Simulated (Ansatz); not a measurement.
The reference is CdS in the wurtzite structure (space group P6_3mc, No. 186; a = 4.164 Å, c = 6.769 Å). Axes: x lies along a and z along c of the hexagonal cell.

Method: Kohn–Sham DFT with the r2SCAN functional, run in Ansatz (a quantum-chemistry and plane-wave program) with PAW and 500 eV plane waves, without spin-orbit coupling, earlier PAW set.

Base values:

The valence-band top at Γ comes out as 0.00, 0.00, -0.04 eV, the shortest interatomic distance is 4.809 bohr and the electron mass comes out as 0.15 mₑ along c, 0.16 mₑ across (at Γ).

Modification: the symmetric strain tensor [-0.0074 0.0026 0.0018; 0.0026 -0.0021 0.0092; 0.0018 0.0092 -0.0092], atoms relaxed at fixed cell.

**Question.** Predict the new valence-band top at Γ, shortest interatomic distance and electron mass.

**Answer.** The valence-band top at Γ (three highest levels, from the VBM) becomes 0.00, -0.01, -0.07 eV (base: 0.00, 0.00, -0.04 eV); the shortest interatomic distance drops by 0.031 bohr, from 4.809 bohr to 4.778 bohr; the electron mass becomes 0.15 mₑ along z, 0.16 mₑ across (at Γ) (base: 0.15 mₑ along c, 0.16 mₑ across (at Γ)).

The levels and masses belong to the bands next to the band gap. Masses are band curvatures over ±0.01 Å⁻¹ around the edge. Stability against distortions was not tested.
